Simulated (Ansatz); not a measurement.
Consider SnC in the rock salt structure (space group Fm-3m, No. 225; a = 4.7448 Å; a hypothetical phase, not in the database extracts checked).

Level of theory: PBEsol, PAW, 420 eV (Ansatz, a program for electronic structure; no spin-orbit coupling).

Before the change:

| Item | Value |
|---|---|
| Lattice parameter a | 4.745 Å |
| Band gap | zero |

One thing is altered: every C is replaced by Pb; the structure is relaxed again.

Tabulated Pauling electronegativity and covalent radius: C 2.55, 0.76 Å; Pb 2.33, 1.46 Å.

Question: What happens to the lattice parameter a?

Answer: The lattice parameter a grows by 1.479 Å, from 4.745 Å to 6.224 Å.

Question: How does this affect the band gap?

Answer: The band gap remains zero.

No phonon test of stability was made. As relaxed here, SnPb is a hypothetical phase, not in the database extracts checked. The final runs are not spin-polarised.
